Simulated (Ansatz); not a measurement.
# MgTe: energy against volume

MgTe (zinc blende, F-43m, 33.375 Å³/atom and stress up to 0.01 GPa in the relaxed cell, cube axes along x, y and z) under an equal strain ε along all three axes. PBEsol in Ansatz, a plane-wave DFT program (PAW, default set), 420 eV, 9×9×9 Γ-centred mesh, Fermi-Dirac smearing 0.05 eV; ions are relaxed, or left where forces stay under 0.02 eV/Å, within the symmetry of each cell.

Here V stands for volume and E for E less E0.

| volume (Å³/atom) | E less E0 (meV/atom) | pressure (GPa) |
|---|---|---|
| 30.4607 | ? | ? |
| 31.4125 | 14.33 | 2.48 |
| 31.8958 | 7.91 | 1.79 |
| 32.3840 | 3.44 | 1.15 |
| 32.8771 | 0.83 | 0.55 |
| 33.3753 | 0.00 | -0.01 |
| 33.8784 | 0.87 | -0.53 |
| 34.3866 | 3.35 | -1.02 |
| 34.8998 | 7.37 | -1.48 |
| 35.4181 | 12.86 | -1.91 |

The 9 complete rows are fitted with the third-order Birch-Murnaghan form, a cubic in V^(-2/3), E against V. With u = V^(-2/3) - 0.0965, the rows have u = 0.0039458, 0.0029285, 0.0019267, 0.0009401, -0.0000320, -0.0009894, -0.0019328, -0.0028622, -0.0037779. Least squares gives E = 0.003 + 25.9·u + 910675·u² + 783345·u³. Residuals (row less fit): -0.002, 0.001, 0.001, -0.003, -0.003, 0.002, 0.001, -0.001, -0.001; standard error 0.002 (degrees of freedom: 5). Its minimum lies at u = -0.0000142, so V0 = (0.0964858)^(-3/2) = 33.37. There d²E/du² = 1821000 and d³E/du³ = 4700000, so B0 = (4/9) × 33.37^(-7/3) × 1821000 × 0.160218 = 36.2 GPa (the last factor turns the table's units into GPa), and B0' = 4 + (2/3) × 0.0964858 × (4700000)/1821000 = 4.2. B0' rests on the cubic coefficient alone and has a standard error of 0.1 from these residuals.

Q: Estimate the missing E (V = 30.4607); what did the run itself give?

A: u = 0.0060274, so E = 0.003 + 25.9 × 0.0060274 + 910675 × 0.0060274² + 783345 × 0.0060274³ = 33.415 meV/atom. The calculation gives 33.40 meV/atom, 0.015 meV/atom below the prediction (0.0 % of the range of E in the table). The row lies outside the fitted rows, so this is an extrapolation. The scatter of the fitted rows lies at the last printed digit.

Spin-orbit coupling is left out, which can shift these values for the heavy elements here. Other structures, which can take over under pressure, weren't tried. The same form fitted to the pressure column gives B0' = 4.2; series where the two differ by over 0.4 aren't shown. MgTe stands in this structure, whereas wurtzite is the usual form. Rows are the converged runs of the series near zero and its far end, less any whose ions stayed unrelaxed beside relaxed ones; series whose fitted rows scatter by over a few per cent of the range, as at a crossing or softening among them, aren't shown in this form.
